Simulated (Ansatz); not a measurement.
We consider AlB2-type ZrB₂, described by PBEsol (PAW; Ansatz, an electronic-structure program).

Run with plane-wave cutoff 520 eV, 18×18×12 k mesh (along the axes of the cell as run), Fermi–Dirac smearing 0.1 eV, perturbation theory, force constants from a 6×6×4 q mesh, scalar-relativistic PAW data made under PBE.

Computed at the level's own relaxed cell. Harmonic vibrational thermodynamics at fixed volume:

| T (K) | S_vib (J/K per mol of atoms) | C_V (J/K per mol of atoms) | F_vib (eV/atom) |
|---|---|---|---|
| 0 | 0.00 | 0.00 | 0.0912 |
| 200 | 6.44 | 10.80 | 0.0867 |
| 400 | 16.91 | 18.99 | 0.0622 |
| 600 | 25.27 | 21.94 | 0.0181 |
| 700 | 28.71 | 22.67 | -0.0099 |
| 800 | 31.77 | 23.17 | -0.0412 |
| 1000 | 37.01 | 23.78 | -0.1127 |

The crystal is taken as a harmonic solid at every temperature: melting, phase changes and thermal expansion are not seen, nor the electrons' share in a metal.
